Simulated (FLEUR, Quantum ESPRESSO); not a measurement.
A FLEUR input for a self-consistent single point of Co (P6_3/mmc, 4 atoms in the cell) (DFT, PBEsol, all-electron FLAPW (FLEUR), scalar-relativistic valence):

Input of the input generator:

```
Co crystal
&input film=f /
1.0000000000 -0.0000000318 0.0000000000
-0.4999999725 0.8660254197 0.0000000000
0.0000000000 0.0000000000 3.2738444080
4.6607455631
1.0 1.0 1.0

4
27 0.0000000000 0.0000000000 -0.0000000000 : 3.00
27 0.0000000000 0.0000000000 0.5000000000 : 3.00
27 0.3333333333 0.6666666667 0.2500000000 : 3.00
27 0.6666666667 0.3333333333 0.7500000000 : 3.00

&comp jspins=2 /
&exco xctyp='PBEs' /
&kpt div1=14 div2=14 div3=4 gamma=t /
&end /
```

```xml
<?xml version="1.0" encoding="UTF-8" standalone="no"?>
<fleurInput fleurInputVersion="0.39">
   <comment>
      Co crystal                                                                                          
   </comment>
   <calculationSetup>
      <cutoffs Kmax="3.6" Gmax="14.4" GmaxXC="14.4" numbands="0"/>
      <scfLoop itmax="60" minDistance="0.00001" maxIterBroyd="15" imix="Anderson" alpha="0.05" precondParam="0.0" spinf="2.0"/>
      <coreElectrons ctail="T" frcor="F" kcrel="0" coretail_lmax="0"/>
      <xcFunctional name="PBEs" relativisticCorrections="F"/>
      <magnetism jspins="2"/>
      <soc l_soc="F" theta="0.0" phi="0.0" spav="F"/>
      <expertModes spex="0" secvar="F"/>
      <geometryOptimization l_f="T" forcealpha="1.0" forcemix="BFGS" epsdisp="0.00001" epsforce="0.00001"/>
      <ldaU l_linMix="F" mixParam="0.05" spinf="1.0"/>
   </calculationSetup>
   <cell>
      <bzIntegration valenceElectrons="60.0" mode="hist" fermiSmearingEnergy="0.00367493">
         <kPointListSelection listName="default-1"/>
         <!-- k-points included here -->
         <xi:include xmlns:xi="http://www.w3.org/2001/XInclude" href="kpts.xml"> </xi:include>
      </bzIntegration>
      <!-- symmetry operations included here -->
      <xi:include xmlns:xi="http://www.w3.org/2001/XInclude" href="sym.xml"> </xi:include>
      <bulkLattice scale="1.0">
         <bravaisMatrix>
            <row-1>    4.6607455630999999    -0.0000001482117089     0.0000000000000000</row-1>
            <row-2>   -2.3303726533794968     4.0363241323985903     0.0000000000000000</row-2>
            <row-3>    0.0000000000000000     0.0000000000000000    15.2585557988657463</row-3>
         </bravaisMatrix>
      </bulkLattice>
   </cell>
   <atomSpecies>
      <species name="Cobalt (Co3.000" element="Co" atomicNumber="27">
         <mtSphere radius="2.17" gridPoints="751" logIncrement="0.016"/>
         <atomicCutoffs lmax="8" lnonsphr="6"/>
         <electronConfig flipSpins="F">
            <coreConfig>(1s1/2) (2s1/2) (2p1/2) (2p3/2) (3s1/2)</coreConfig>
            <valenceConfig>(3p1/2) (3p3/2) (4s1/2) (3d3/2) (3d5/2)</valenceConfig>
            <stateOccupation state="(3d3/2)" spinUp="2.0" spinDown="0.8"/>
            <stateOccupation state="(3d5/2)" spinUp="3.0" spinDown="1.2"/>
         </electronConfig>
         <energyParameters s="4" p="4" d="3" f="4"/>
         <lo type="SCLO" l="1" n="3" eDeriv="0"/>
      </species>
   </atomSpecies>
   <atomGroups>
      <atomGroup species="Cobalt (Co3.000">
         <relPos label="                   1">.0000000000 .0000000000 .0000000000</relPos>
         <relPos label="                   2">.0000000000 .0000000000 1.000/2.000</relPos>
         <force calculate="T" relaxXYZ="TTT"/>
      </atomGroup>
      <atomGroup species="Cobalt (Co3.000">
         <relPos label="                   3">1.000/3.000 -1.000/3.000 1.000/4.000</relPos>
         <relPos label="                   4">-1.000/3.000 1.000/3.000 -1.000/4.000</relPos>
         <force calculate="T" relaxXYZ="TTT"/>
      </atomGroup>
   </atomGroups>
   <output dos="F" band="F" slice="F">
      <checks vchk="F" cdinf="F"/>
      <bandDOS minEnergy="-.5*Htr" maxEnergy="0.5*Htr" sigma="0.015" storeEVData="T"/>
      <vacuumDOS vacdos="F" integ="F" star="F" nstars="0" locx1="0.0" locy1="0.0" locx2="0.0" locy2="0.0" nstm="0" tworkf="0.0"/>
      <unfoldingBand unfoldBand="F" supercellX="1" supercellY="1" supercellZ="1"/>
      <plotting iplot="0" polar="F">
         <plot TwoD="T" vec1="  1.0  0.0  0.0" vec2="  0.0  1.0  0.0" vec3="  0.0  0.0  1.0" zero="  0.0  0.0  0.0" file="plot"/>
      </plotting>
      <chargeDensitySlicing numkpt="0" minEigenval="0.0" maxEigenval="0.0" nnne="0" pallst="F"/>
      <specialOutput eonly="F"/>
      <magneticCircularDichroism mcd="F" energyLo="-10.0" energyUp="0.0"/>
   </output>
  <!-- We include the file relax.xml here to enable relaxations (see documentation) -->
  <xi:include xmlns:xi="http://www.w3.org/2001/XInclude" href="relax.xml"> <xi:fallback/> </xi:include>
</fleurInput>
```

**Question.** Write the same calculation as an input for Quantum ESPRESSO.

**Answer.** One input that does it (others would too):

```fortran
&control
  calculation = 'scf'
  outdir = './tmp/'
  pseudo_dir = './'
  tprnfor = .true.
  tstress = .true.
/
&system
  ibrav = 0
  nat = 4
  ntyp = 1
  ecutwfc = 50
  ecutrho = 300
  occupations = 'smearing'
  smearing = 'fermi-dirac'
  degauss = 0.0073499
  nspin = 2
  starting_magnetization(1) = 0.333
  input_dft = 'pbesol'
/
&electrons
  conv_thr = 1.0d-10
  mixing_beta = 0.3
/
ATOMIC_SPECIES
Co    58.9332  Co.pbe-n-rrkjus_psl.1.0.0.UPF
ATOMIC_POSITIONS bohr
Co    0.000000000    0.000000000    0.000000000
Co    0.000000000    0.000000000    7.629277899
Co    0.000000000    2.690882705    3.814638950
Co    2.330372782    1.345441353   11.443916849
K_POINTS automatic
14 14 4  0 0 0
CELL_PARAMETERS angstrom
   2.466360338     0.000000000     0.000000000
  -1.233180169     2.135930707     0.000000000
   0.000000000     0.000000000     8.074480000
```

Basis, cutoffs, solver keys and any potentials are the target program's own. This input uses DFT, PBEsol, plane waves, PSlibrary ultrasoft (PBE) pseudopotentials. Both were run: size of the net moment 1.59 μB/atom in FLEUR and 1.52 in Quantum ESPRESSO.

On FLEUR: the starting cell comes from a database of computed structures (which also holds hypothetical and non-ambient phases and stackings), without a prior relaxation at this level. Its lattice was rescaled by a random factor within 2.5 % of one. The magnetic order is the one reached from the typed start; others were not searched systematically. Values depend on the basis (sphere radii, cutoffs, local orbitals), which need not be converged.

On Quantum ESPRESSO: the starting cell comes from a database of computed structures (which also holds hypothetical and non-ambient phases and stackings), without a prior relaxation at this level. Its lattice was rescaled by a random factor within 2.5 % of one. The magnetic order is the one reached from the typed start; others were not searched systematically. With a pressure of about -8 GPa the cell is away from its equilibrium volume at this level.
